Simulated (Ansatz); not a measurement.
This concerns the formation energy of TiPt3 (Cu3Au type, Pm-3m) from the elements. Reaction: Ti (hcp) + 3 Pt (fcc) → TiPt3 (Cu3Au type). Negative: the products are lower in energy. The value is per atom of the solid.

TiPt3 (Cu3Au type, Pm-3m), 4 atoms in the cell; spin state with PBE: run without spin, k-point mesh 12×12×12 on the run's own vectors.
```
Pt3Ti
1.0
    3.94801     0.00000     0.00000
    0.00000     3.94801     0.00000
    0.00000     0.00000     3.94801
Ti Pt
1 3
Direct
  0.00000   0.00000   0.00000
  0.50000   0.50000   0.00000
  0.00000   0.50000   0.50000
  0.50000   0.00000   0.50000
```

Ti (hcp, P6₃/mmc), 2 atoms in the cell; spin state with PBE: run without spin, k-point mesh 24×24×14 on the run's own vectors. Conventional cell: a = b = 2.940 Å, c = 4.654 Å, α = β = 90.00°, γ = 120.00°.

Pt (fcc, Fm-3m), 1 atom in the cell, k-point mesh 26×26×26 on the run's own vectors. Conventional cell: a = b = c = 3.9720 Å, α = β = γ = 90.00°.

Plane-wave PAW calculations with Ansatz (a first-principles code), its PAW set soft_1, cutoff 500 eV. The structures are at rest with PBE; other levels are single points on them. Neutral cells; Fermi-Dirac smearing of at most 0.10 eV in the solids, energies taken to zero width. The lattices are those relaxed with PBE, so at other levels the solids can be strained. A dispersion term (D3(BJ), or D4 for r2SCAN) was computed beside these levels and is taken off wherever the name lacks it. Space groups of crystals are read within 0.01 Å. Nuclei at rest; no vibrational terms. The runs are scalar-relativistic, without spin-orbit coupling.

Problem. Give the value at the level r2SCAN.

Solution. -0.92 eV/atom, for Ti (hcp) + 3 Pt (fcc) → TiPt3 (Cu3Au type).
